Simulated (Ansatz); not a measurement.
```
CELL_PARAMETERS angstrom
      4.39035     0.00000     0.00000
      0.00000     4.39035     0.00000
      2.19518    -2.19518     3.29143
ATOMIC_POSITIONS crystal
  Mg 0.00000 0.00000 0.00000
  Te 0.75000 0.75000 0.50000
```

No spin polarisation.

Method: LDA, PAW, 420 eV (Ansatz, a program for electronic structure; scalar-relativistic without spin-orbit coupling). k-mesh 9×9×9 (Γ-centred); smearing 0.05 eV (Fermi–Dirac).

Q: Estimate the band gap.

A: 2.38 eV.

Q: What is the computed valence-band top at Γ (three highest levels, from the VBM)?

A: 0.00, 0.00, -0.19 eV.

With Te present, leaving out spin-orbit coupling can change the band edges. The cells carry an imposed strain or load. No phonon test of stability was made. The cell was made from MgTe in the zinc blende structure (space group F-43m, No. 216) by this change: biaxial strain −2.50 %, plane normal [001], relaxed out of plane.
